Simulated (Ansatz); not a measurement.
Ansatz (a program for electronic structure) is run on SbAu2 (P-62m, 9 atoms in the cell), and the run fails. The aim is a self-consistent single point with DFT, PBE, plane waves, default PAW files.

Cell that was meant: a = 7.4345 Å, b = 7.4345 Å, c = 4.3479 Å, α = 90.00°, β = 90.00°, γ = 120.00°.

Part of the input:

```yaml
  lattice:
    - [7.43453200, 0.00000000, 0.00000000]
    - [-3.71726600, 6.43849400, 0.00000000]
    - [3.71726600, 6.43849400, 0.00000000]
  atoms:
    - { symbol: Au, position: [0.25600000, 0.00000000, 0.00000000] }
    - { symbol: Au, position: [0.00000000, 0.25600000, 0.00000000] }
```

The program printed (abridged):

```
Error: invalid value for `crystal.lattice`: the lattice is degenerate (Ω = 0 Å³): its volume is under 1e-10 Å³
```

### Question
Read the log: what does the program object to, and what is the fix?

### Answer
The fault is linearly dependent lattice vectors. Three vectors in one plane span no volume, and the reciprocal lattice does not exist. To fix it, correct the lattice vector. The program stopped before any SCF iteration.

The sound input it was made from differs as follows (other fixes are possible):
```diff
-    - [3.71726600, 6.43849400, 0.00000000]
+    - [0.00000000, 0.00000000, 4.34787900]
```

With that input, the run converged in 7 iterations: free energy E − TS (on the zero of these files) -98347.7948 eV; Fermi level (on the code's own zero) 14.05 eV; pressure -3.26 GPa; largest force (vector length) 0.186 eV/Å (DFT, PBE, plane waves, default PAW files).

On the sound input: the starting cell was generated: these elements placed on a structure prototype, without a prior relaxation; it need not be a known phase or ordering of this composition. With a pressure of about -3 GPa the cell is away from its equilibrium volume at this level. Ansatz's pressure includes its estimate of the finite-basis (Pulay) stress.
